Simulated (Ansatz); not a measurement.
**CaF$_{2}$ in the fluorite structure (space group Fm-3m, No. 225)**

```yaml
crystal:
  lattice:
    - [0.00000, 2.71026, 2.71026]
    - [2.71026, 0.00000, 2.71026]
    - [2.71026, 2.71026, 0.00000]
  atoms:
    - { symbol: Ca, position: [0.00000, 0.00000, 0.00000] }
    - { symbol: F, position: [0.25000, 0.25000, 0.25000] }
    - { symbol: F, position: [0.75000, 0.75000, 0.75000] }
```

All numbers come from PBEsol (Ansatz, an electronic-structure program; PAW; 420 eV plane waves; no SOC). Γ-centred 11×11×11 mesh, Fermi–Dirac width 0.05 eV.

The volume per atom is 13.27 Å³. The density comes out as 3.26 g/cm³ and the band gap comes out as 7.25 eV (uncertain: the edges found on the path are not clean extrema). The total energy comes out as -1133.629 eV/atom (σ→0; compares only within this code and set-up).

Whether these cells are dynamically stable was not tested.
